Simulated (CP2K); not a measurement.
Band structure of Pt (Fm-3m, 1 atom in the cell).

```
CELL_PARAMETERS angstrom
      2.77186     0.00000     0.00000
      1.38593     2.40050     0.00000
      1.38593     0.80017     2.26321
ATOMIC_POSITIONS crystal
  Pt 0.00000 0.00000 0.00000
```

Method of the run: PBE, GPW, DZVP-MOLOPT-SR-GTH basis, GTH-PBE potentials (GTH_POTENTIALS) (CP2K 2026.2).

Settings: CUTOFF = 500 Ry; REL_CUTOFF = 40 Ry; SMEAR/METHOD = GAUSSIAN; SIGMA = 0.136 eV; KPOINTS/SCHEME = MONKHORST-PACK 12 12 12; GAMMA_CENTERED = T; XC_FUNCTIONAL = PBE; Pt/BASIS_SET = DZVP-MOLOPT-SR-GTH; Pt/POTENTIAL = GTH-PBE-q18; METHOD = GPW; EPS_DEFAULT = 1e-11; EXTRAPOLATION = USE_GUESS; NGRIDS = 5; SCF_GUESS = ATOMIC.

The starting cell has typed, rounded lattice constants, without a prior relaxation at this level. Spin-orbit coupling is off. Spin polarisation is off. Values carry the incompleteness of an atom-centred basis.

Levels in eV from the Fermi level, bands 6 to 11:
```
point      6      7      8      9     10     11
-----  -----  -----  -----  -----  -----  -----
Γ      -3.84  -3.84  -3.84  -1.66  -1.66  19.90
X      -6.70  -0.01   0.49   0.49   1.62   9.02
W      -4.63  -4.63  -2.04   0.49   7.23   8.28
K      -5.56  -2.94  -1.34  -0.19   5.82   6.65
L      -3.90  -3.90  -0.65   0.03   0.03   5.90
U      -5.56  -2.94  -1.34  -0.19   5.82   6.65
```

Bands cross the Fermi level along this path, so the cell is metallic at this level.

Higher empty bands are left out: an atom-centred basis made for the valence describes them poorly.
